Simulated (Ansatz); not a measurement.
Here is the system:

```xyz
6
Lattice="4.1693 0.0000 0.0000 0.0000 4.1693 0.0000 0.0000 0.0000 2.6870" Properties=species:S:1:pos:R:3 pbc="T T T"
Si     0.0000     0.0000     0.0000
Si     2.0847     2.0847     1.3435
O      1.2737     1.2737     0.0000
O      3.3583     0.8110     1.3435
O      0.8110     3.3583     1.3435
O      2.8957     2.8957     0.0000
```

No spin polarisation.

All numbers come from Ansatz (an electronic-structure program) PBEsol, no SOC. Settings: 8×8×12 k-points, 0.05 eV Fermi–Dirac smearing.

Predict the gap character.

Direct at Γ.

Predict the band gap.

5.46 eV.

What is the computed mean in-plane stress (compression positive)?

+3.2 GPa.

The cells carry an imposed strain or load. Stability against distortions was not tested. The cell was made from SiO2 in the rutile structure (space group P4_2/mnm, No. 136) by this change: biaxial strain −0.60 %, plane normal [001], relaxed out of plane.
